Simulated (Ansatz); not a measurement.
**Response to strain in SnAu**

Base system: SnAu in the NiAs type structure (space group P6_3/mmc, No. 194; a = 4.333 Å, c = 5.553 Å; relaxed with 0.1 eV smearing). Axes: x lies along a and z along c of the hexagonal cell.

Strains are applied to the cell and any free atomic positions relax; under biaxial strain the out-of-plane vector relaxes too; under stress the whole cell relaxes.

All numbers come from PBEsol/PAW in Ansatz (a first-principles code), no SOC.

Notes on the quantities. pressure: mean of the normal stresses, compression positive.

```tsv
variant	shortest interatomic distance	pressure
base	2.776 Å	0.0 GPa
biaxial strain −0.40 %, plane normal [001], relaxed out of plane	[?]	[?]
biaxial strain +0.34 %, plane normal [001], relaxed out of plane	2.769 Å	[?]
biaxial strain +0.82 %, plane normal [001], relaxed out of plane	2.760 Å	-0.8 GPa
biaxial strain +4.28 %, plane normal [001], relaxed out of plane	2.705 Å	-3.6 GPa
isotropic strain −1.85 %	2.725 Å	5.9 GPa
uniaxial stress, 3 GPa tension along z	[?]	–
```

### Question
Some entries are withheld; estimate them.

### Answer

- biaxial strain −0.40 %, plane normal [001], relaxed out of plane, shortest interatomic distance: 2.785 Å
- biaxial strain −0.40 %, plane normal [001], relaxed out of plane, pressure: 0.4 GPa
- biaxial strain +0.34 %, plane normal [001], relaxed out of plane, pressure: -0.3 GPa
- uniaxial stress, 3 GPa tension along z, shortest interatomic distance: 2.858 Å

Beyond what the load breaks, stability against distortions was not tested.
